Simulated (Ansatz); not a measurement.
The parent structure is Si in the diamond structure (space group Fd-3m, No. 227; a = 5.4443 Å). Axes: x, y, z lie along the cube axes.

Computed with r2SCAN in Ansatz (plane waves to 500 eV, PAW, no spin-orbit coupling).

The change: every lattice vector is shortened by 2.50 %, atoms relaxed at fixed cell.

Q: Predict the stress tensor and what it implies for the stiffness.

A: Stress of the strained cell less that of the base (GPa, compression positive):
```
   8.63    0.00    0.00
   0.00    8.63    0.00
   0.00    0.00    8.63
```

Then B = −ΔP/(ΔV/V₀) with ΔV/V₀ = -0.0731 gives secant stiffness values (nonlinear terms included at this strain): B ≈ 118 GPa.

As a check, the harmonic strain energy −½ V₀ Δσ:ε is 41 meV/atom; the computed energy rise is 37 meV/atom.

Stability against distortions was not tested.

Ansatz is a program for electronic structure.
